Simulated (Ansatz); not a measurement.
NbSi2 (P6₂22, No. 180), treated with PBE in Ansatz (PAW).

Settings: plane-wave cutoff 520 eV, 12×12×8 k mesh (along the axes of the cell as run), Fermi–Dirac smearing 0.05 eV, no spin polarisation, scalar-relativistic PAW data made under PBE.

Computed at the level's own relaxed cell.

### Question
Estimate the lattice parameter a and c axis length that the calculation returns.

### Answer

- lattice parameter a = 4.813 Å
- c axis length = 6.612 Å

Computed values are for the static lattice.

It cost about 2.6 core-minutes (a rough figure) of CPU time.

Ansatz is a first-principles code.
